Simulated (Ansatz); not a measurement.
Carrier properties of AlP (F-43m)

Given:

```
CELL_PARAMETERS angstrom
      0.00000     2.73533     2.73533
      2.73533     0.00000     2.73533
      2.73533     2.73533     0.00000
ATOMIC_POSITIONS crystal
  Al 0.00000 0.00000 0.00000
  P  0.75000 0.75000 0.75000
```

Method: PBEsol, rigid bands (plane waves, PAW, scalar-relativistic; Ansatz, a first-principles code). Geometry: cell and atoms relaxed with PBEsol.

| Quantity | Result |
|---|---|
| band gap | 1.45 eV |
| electron conductivity mass (300 K, dilute) | 0.33 mₑ |
| hole conductivity mass (300 K, dilute) | 0.60 mₑ |
| effective density of states N_c (300 K) | 1.7e19 cm⁻³ |
| effective density of states N_v (300 K) | 9.8e19 cm⁻³ |
| density-of-states mass, electrons | 0.77 mₑ |
| density-of-states mass, holes | 2.5 mₑ |
| Seebeck coefficient, n-type 1e19 cm⁻³, 300 K | -262 μV/K |
| best n-type power factor at 300 K for τ = 10 fs (best axis; densities from 1e16 to 1e21 cm⁻³ tried, whether or not they can be reached) | 7.8 μW/(cm·K²) at 1e20 cm⁻³ |
| Seebeck coefficient, p-type 1e19 cm⁻³, 300 K | 405 μV/K |
| best p-type power factor at 300 K for τ = 10 fs (best axis; densities from 1e16 to 1e21 cm⁻³ tried, whether or not they can be reached) | 24 μW/(cm·K²) at 3e20 cm⁻³ |

Rigid bands; masses and Seebeck coefficients take one relaxation time τ for all states and one kind of carrier; polarons and phonon drag are left out. Spin-orbit coupling is left out; where it splits the top of the valence band, N_v and the p-type Seebeck coefficient come out somewhat high without it.
